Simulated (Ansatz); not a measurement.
**Pressure series in ZnS**

Consider ZnS in the wurtzite structure (space group P6_3mc, No. 186; a = 3.8451 Å, c = 6.3057 Å).

Cell and atoms are relaxed at each pressure.

The values are results of DFT with PBE, PAW potentials and a 420 eV plane-wave cutoff in Ansatz (a quantum-chemistry and plane-wave program), no SOC, not measurements.

Computed cases, in order: pressure −2 GPa; pressure −1 GPa; 0 GPa (base); pressure 3 GPa; pressure 7 GPa; pressure 15 GPa; pressure 30 GPa; pressure 50 GPa; pressure 75 GPa; pressure 100 GPa.

**Question.** Between which two neighbouring cases does the gap turn between direct and indirect?

**Answer.** Between pressure 15 GPa (2.76 eV, direct at Γ) and pressure 30 GPa (3.10 eV, indirect, Γ → L–M (33 % along)). The whole series: pressure −2 GPa: 1.95 eV, direct at Γ; pressure −1 GPa: 2.01 eV, direct at Γ; 0 GPa (base): 2.08 eV, direct at Γ; pressure 3 GPa: 2.25 eV, direct at Γ; pressure 7 GPa: 2.45 eV, direct at Γ; pressure 15 GPa: 2.76 eV, direct at Γ; pressure 30 GPa: 3.10 eV, indirect, Γ → L–M (33 % along); pressure 50 GPa: 2.54 eV, indirect, Γ → K; pressure 75 GPa: 1.38 eV, indirect, Γ → K; pressure 100 GPa: 0.11 eV, indirect, Γ → K.

Load acts through the strain it causes; cell and atoms are relaxed under it. Stability against distortions was not tested. Tetrahedral semiconductors of this kind turn to denser phases somewhere between about 1 and 50 GPa; those were not computed, so compressed cells here can lie past the real transition. A zero or small gap of ZnS under pressure 100 GPa can be the functional's error rather than a property of the material.
